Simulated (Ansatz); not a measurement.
KTaO3 in the cubic perovskite structure (space group Pm-3m, No. 221)

```xyz
5
Lattice="3.9520 0.0000 0.0000 0.0000 3.9520 0.0000 0.0000 0.0000 3.9520" Properties=species:S:1:pos:R:3 pbc="T T T"
K      0.0000     0.0000     0.0000
Ta     1.9760     1.9760     1.9760
O      1.9760     0.0000     1.9760
O      0.0000     1.9760     1.9760
O      1.9760     1.9760     0.0000
```

The values are results of LDA (Ansatz, an electronic-structure program; PAW; 420 eV plane waves; no SOC), not measurements. Γ-centred 8×8×8 mesh, Fermi–Dirac width 0.05 eV.

| Property | Result |
|---|---|
| Volume per atom | 12.34 Å³ |
| Density | 7.21 g/cm³ |
| Band gap | 2.13 eV, indirect, R → Γ |
| Lowest conduction-band minima above the VBM | Γ 2.13 eV |
| Total energy | -2570.205 eV/atom (σ→0; compares only within this code and set-up) |

With Ta present, leaving out spin-orbit coupling can change the band edges. Whether these cells are dynamically stable was not tested.
